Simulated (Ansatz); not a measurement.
Effect of pressure 2.1 GPa on TlBr

The parent structure is TlBr in the CsCl type structure (space group Pm-3m, No. 221; a = 4.053 Å).

Modification: a hydrostatic pressure of 2.1 GPa.

The values are results of Ansatz (an electronic-structure program), PBE, PAW, cutoff 420 eV, spin-orbit coupling left out, not measurements. k-mesh 8×8×8 (Γ-centred); smearing 0.05 eV (Fermi–Dirac).

The volume per atom falls by 2.74 Å³, from 33.29 Å³ to 30.55 Å³ and the lattice parameter a falls by 0.216 bohr, from 7.659 bohr to 7.443 bohr. The shortest interatomic distance falls by 0.187 bohr, from 6.633 bohr to 6.446 bohr and the enthalpy H = E + PV relative to the base's energy is +0.42 eV/atom. The band gap falls by 0.226 eV (1.99 eV → 1.77 eV) and the gap character remains direct at X. The mean gap deformation potential ΔEg/Δln V amounts to +2.6 eV and the width of the top valence band increases by 0.42 eV, from 1.68 eV to 2.10 eV. The electron mass changes from 0.18 mₑ along k, 0.24 mₑ across (at X) to 0.15 mₑ along k, 0.22 mₑ across (at X) and the hole mass goes from 0.31 mₑ along k, 0.52 mₑ across (at X) to 0.23 mₑ along k, 0.45 mₑ across (at X). The valley order (the lowest conduction-band minima on the path, energy above the VBM, named in the base's zone) goes from X along ⟨100⟩ 1.99 eV; R along ⟨111⟩ 2.35 eV to X along ⟨100⟩ 1.77 eV; R along ⟨111⟩ 2.00 eV.

With Tl present, leaving out spin-orbit coupling can change the band edges. Load acts through the strain it causes; cell and atoms are relaxed under it. Masses are band curvatures over ±0.01 Å⁻¹ around the edge. Along k means along the line from Γ to the band edge. Whether these cells are dynamically stable was not tested.
